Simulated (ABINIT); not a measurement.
How a calculation on TePt (Pm-3m, 2 atoms in the cell) responds to its settings

```
CELL_PARAMETERS angstrom
      3.33771     0.00000     0.00000
      0.00000     3.33771     0.00000
      0.00000     0.00000     3.33771
ATOMIC_POSITIONS crystal
  Pt 0.00000 0.00000 0.00000
  Te 0.50000 0.50000 0.50000
```

Base run A: ABINIT with LDA (PW92), PAW (JTH v2.0 LDA PAW), self-consistent single point.

Its settings: pseudos = [Pt.LDA_PW-JTH.xml, Te.LDA_PW-JTH.xml]; ecut = 571 eV; pawecutdg = 1143 eV; pawxcdev = 0; occopt = 6; tsmear = 0.00367493 Ha; ngkpt = 5 5 5; nshiftk = 1; shiftk = 0 0 0; potentials = JTH v2.0 LDA PAW; nband = 13; kptopt = 1; nstep = 60; tolvrs = 1e-11.

The starting cell was generated: these elements placed on a structure prototype, without a prior relaxation; it need not be a known phase or ordering of this composition. Spin polarisation is off. In the base run, with a pressure of about 7 GPa the cell is away from its equilibrium volume at this level. Without a gap this mesh is coarse (it stands for a supercell whose shortest vector is 17 Å).

ΔF is the free energy per atom less that of run A. A dash stands where there is no value to compare (another energy zero or no entropy term, no result, no spin, no clean gap, or a mesh too coarse for one). 

Run A gave: pressure (GPa) 7.48; iterations 19; ending converged.

Runs:
- B: nline, nnsclo = 1, default
- C: nline, nnsclo = 2, default
- D: nline, nnsclo = 3, default
- E: nline, nnsclo = 6, default
- F: nline, nnsclo = 8, default
- G: nline, nnsclo = 12, default
- H: nline, nnsclo = default, 2
- I: nline, nnsclo = default, 3

**Question.** Which runs reach the base run's state, and which is quickest in iterations?

**Answer.** Runs C, D, E, F, G, H, I gave the same state as A (within 1 meV/atom). Runs B gave no result. The fewest iterations to that state were 11 (I); the most were 42.

```
run  ΔF (meV/atom)  pressure (GPa)  iterations         ending
---  -------------  --------------  ----------  -------------
A             0.00            7.48          19      converged
B                –               –          60  not converged
C             0.00            7.48          42      converged
D             0.00            7.48          21      converged
E             0.00            7.48          17      converged
F             0.00            7.48          14      converged
G             0.00            7.48          14      converged
H             0.00            7.48          13      converged
I             0.00            7.48          11      converged
```
